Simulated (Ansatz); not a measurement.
**Fluorite AuAl2**

Computed with r²SCAN-D4 in Ansatz (PAW).

Settings: plane-wave cutoff 500 eV, 16×16×16 k mesh, Fermi–Dirac smearing 0.1 eV, scalar-relativistic PAW data made under PBE.

Cell (relaxed at this level):

Space group Fm-3m (No. 225); a = 5.992 Å, b = 5.992 Å, c = 5.992 Å, α = 90.00°, β = 90.00°, γ = 90.00°

```csv
atom,site,symmetry,x,y,z
Al,8c,-43m,0.2500,0.2500,0.2500
Au,4a,m-3m,0.0000,0.0000,0.0000
```
(The calculation used a cell of 3 atoms; values per cell refer to that cell.)

```yaml
equilibrium_volume_per_atom: 17.93 Å³/atom
lattice_parameter_a: 5.992 Å
```

Spin–orbit coupling is not included; it can shift volumes and moduli of such heavy elements.

Static lattice: no zero-point or thermal effects.

Ansatz is a quantum-chemistry and plane-wave program.
